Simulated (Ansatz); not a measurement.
**Several settings converged on HfPd2 (I4mm, 3 atoms in the cell)**

```xyz
3
Lattice="-1.6945 1.6945 4.3440 1.6945 -1.6945 4.3440 1.6945 1.6945 -4.3440" Properties=species:S:1:pos:R:3 pbc="T T T"
Hf     0.0000     0.0000     0.0500
Pd     0.0000     0.0000     2.9455
Pd     0.0000     0.0000     5.7425
```

Base method: PBEsol, default PAW files made with PBE (plane waves; Ansatz, a program for electronic structure).

Base settings: basis.ecutwfc = 420 eV; kpoints.mp_grid.grid = 14 14 14; hamiltonian.xc = pbesol; hamiltonian.pseudopotentials = {kind: paw} (the program's default PAW files); scf.occupations.method = fermi_dirac; scf.occupations.width = 0.1 eV.

The count of work is k-points × plane waves × bands × iterations; it is no time. 

**The k-point mesh**

The second cell is the first with its lattice scaled by 0.98.

Only quantities that move along the ladder and can be compared are tabulated.

```csv
kpoints.mp_grid.grid,free energy less the last step's (meV/atom),energy of the compressed cell less the first (meV/atom),pressure (GPa),largest difference of a force vector from the last step's (eV/Å),count of work / last
2 2 2,134.14,39.61,0.63,0.103,0.0038
4 4 4,8.24,29.50,-0.94,0.069,0.012
6 6 6,-6.60,28.11,-1.23,0.012,0.028
8 8 8,-1.44,27.32,-1.31,0.003,0.056
14 14 14,-0.03,28.08,-1.20,0.001,0.23
24 24 24,0.00,28.03,-1.20,0.000,1.0
```

Coarsest kpoints.mp_grid.grid that holds the energy of the compressed cell less the first within 0.5 meV/atom of the last step, with all finer ones: 14 14 14, at 0.23 of the last step's count of work; the step before is off by 0.71 meV/atom.

Coarsest kpoints.mp_grid.grid that holds the forces within 0.02 eV/Å of the last step, with all finer ones: 6 6 6, at 0.028 of the last step's count of work; the step before is off by 0.069 eV/Å.

Coarsest kpoints.mp_grid.grid that holds the pressure within 1 GPa of the last step, with all finer ones: 4 4 4, at 0.012 of the last step's count of work; the step before is off by 1.8 GPa.

The energy difference between the two cells stays within 1 meV/atom of the last step's from 6 6 6 on, the total only from 14 14 14 on: much of the error is common to both cells and cancels.

**The k-point mesh at a smearing width of 0.02 eV**

In this ladder: scf.occupations.width = 0.02 eV.

Only quantities that move along the ladder and can be compared are tabulated.

| kpoints.mp_grid.grid | free energy less the last step's (meV/atom) | pressure (GPa) | largest difference of a force vector from the last step's (eV/Å) | count of work / last |
|---|---|---|---|---|
| 5 5 5 | 7.43 | -1.74 | 0.009 | 0.0075 |
| 7 7 7 | 4.90 | -1.06 | 0.031 | 0.017 |
| 10 10 10 | -0.76 | -1.35 | 0.014 | 0.043 |
| 15 15 15 | 0.08 | -1.28 | 0.004 | 0.12 |
| 32 32 32 | 0.00 | -1.26 | 0.000 | 1.0 |

Coarsest kpoints.mp_grid.grid that holds the pressure within 0.05 GPa of the last step, with all finer ones: 15 15 15, at 0.12 of the last step's count of work; the step before is off by 0.09 GPa.

Coarsest kpoints.mp_grid.grid that holds the free energy within 2 meV/atom of the last step, with all finer ones: 10 10 10, at 0.043 of the last step's count of work; the step before is off by 4.9 meV/atom.

Coarsest kpoints.mp_grid.grid that holds the forces within 0.02 eV/Å of the last step, with all finer ones: 10 10 10, at 0.043 of the last step's count of work; the step before is off by 0.031 eV/Å.

**The k-point mesh at a smearing width of 0.3 eV**

In this ladder: scf.occupations.width = 0.3 eV.

Only quantities that move along the ladder and can be compared are tabulated.

| kpoints.mp_grid.grid | free energy less the last step's (meV/atom) | pressure (GPa) | largest difference of a force vector from the last step's (eV/Å) | count of work / last |
|---|---|---|---|---|
| 5 5 5 | 4.76 | -0.59 | 0.014 | 0.0066 |
| 7 7 7 | 0.80 | -0.63 | 0.001 | 0.015 |
| 10 10 10 | 0.04 | -0.68 | 0.000 | 0.037 |
| 15 15 15 | 0.00 | -0.68 | 0.000 | 0.11 |
| 32 32 32 | 0.00 | -0.68 | 0.000 | 1.0 |

Coarsest kpoints.mp_grid.grid that holds the pressure within 0.05 GPa of the last step, with all finer ones: 7 7 7, at 0.015 of the last step's count of work; the step before is off by 0.09 GPa.

Coarsest kpoints.mp_grid.grid that holds the forces within 0.005 eV/Å of the last step, with all finer ones: 7 7 7, at 0.015 of the last step's count of work; the step before is off by 0.014 eV/Å.

Coarsest kpoints.mp_grid.grid that holds the free energy within 1 meV/atom of the last step, with all finer ones: 7 7 7, at 0.015 of the last step's count of work; the step before is off by 4.8 meV/atom.

On the base run: the starting cell comes from a database of computed structures (which also holds hypothetical and non-ambient phases and stackings), without a prior relaxation at this level. Its lattice was rescaled by up to half a per cent. One atom was moved a little off its site on purpose. Spin polarisation is off. Ansatz's pressure includes its estimate of the finite-basis (Pulay) stress.

Keys are those of Ansatz 0.2.
